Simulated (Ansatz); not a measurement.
The reference is SnSe₂ in the 2H-MoS2 type structure (space group P6_3/mmc, No. 194; a = 3.833 Å, c = 11.507 Å; a hypothetical phase, not in the database extracts checked; layered, stacked along the Cartesian z axis). Axes: x lies along a and z along c of the hexagonal cell.

Method: PBE-D3(BJ) (Ansatz, a program for electronic structure), without spin-orbit coupling.

Strains are applied to the cell and any free atomic positions relax; under biaxial strain the out-of-plane vector relaxes too; under stress the whole cell relaxes.

One change was made to it. Results:

The volume per atom falls by 1.56 Å³ to 22.85 Å³; the band gap is still zero.

**Question.** Which of these changes matches the shifts?
(A) biaxial strain −4.92 %, plane normal [001], relaxed out of plane
(B) uniaxial stress, 5 GPa compression along x
(C) biaxial strain −0.92 %, plane normal [001], relaxed out of plane

**Answer.** A, biaxial strain −4.92 %, plane normal [001], relaxed out of plane. For comparison, the volume per atom in the other runs: biaxial strain −0.92 %, plane normal [001], relaxed out of plane gives 24.08 Å³; uniaxial stress, 5 GPa compression along x gives 23.75 Å³.

Without a gap, meshes like the base's 14×14×4 leave anisotropic stresses uncertain by several tenths of a GPa, and small strain energies with them. Stability under load was not tested beyond the relaxation. All final runs are without spin polarisation.
